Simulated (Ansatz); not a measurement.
Spacing of the highest filled and lowest empty level at the zone centre in eight small model glasses of hand-chosen composition and density, fast-quenched (anions pushed apart in CHGNet runs), each at its PBE geometry, by PBE and by HSE06 (Ansatz, a program for electronic structure, plane waves, PAW). The cells are the first eight to finish that balance their formal charges, show no moments and no lower geometry on charging where those were tested, and have a gap at both levels; defect levels can set the spacings, and exact exchange is cut at the cells' faces.

```
cell             quench by  pressure (GPa)             levels at the gap  PBE (eV)  experiment, tabulated (eV)
---------------  ---------  --------------  ----------------------------  --------  --------------------------
B26Li6O42           CHGNet             0.0  localised at the filled edge      4.57                           -
In9Ga9Zn9O41Ta2     CHGNet             0.1  localised at the filled edge      1.09                           -
Hf18O39Y2           CHGNet             2.4  localised at the filled edge      4.02                           -
Si14Sn10O38         CHGNet             0.0                        spread      3.17                           -
Si18Na6Ca3O42       CHGNet             0.0  localised at the filled edge      3.59                           -
Sb24O36             CHGNet             0.0                        spread      2.49                           -
Si18Ba6O42          CHGNet             0.0  localised at the filled edge      3.75                           -
Ge16Na12O38         CHGNet             0.0  localised at the filled edge      2.13                           -
```

Question: What does HSE06 give, and how does it move these values against PBE?

Answer: B26Li6O42 6.22, In9Ga9Zn9O41Ta2 2.66, Hf18O39Y2 5.56, Si14Sn10O38 4.19, Si18Na6Ca3O42 5.20, Sb24O36 3.45, Si18Ba6O42 5.33, Ge16Na12O38 3.76 eV. It raises them by +0.96 to +1.65 eV, +1.44 eV on average. A straight line through the eight gives HSE06 = 1.04 × PBE +1.31 eV, with a scatter of 0.26 eV.
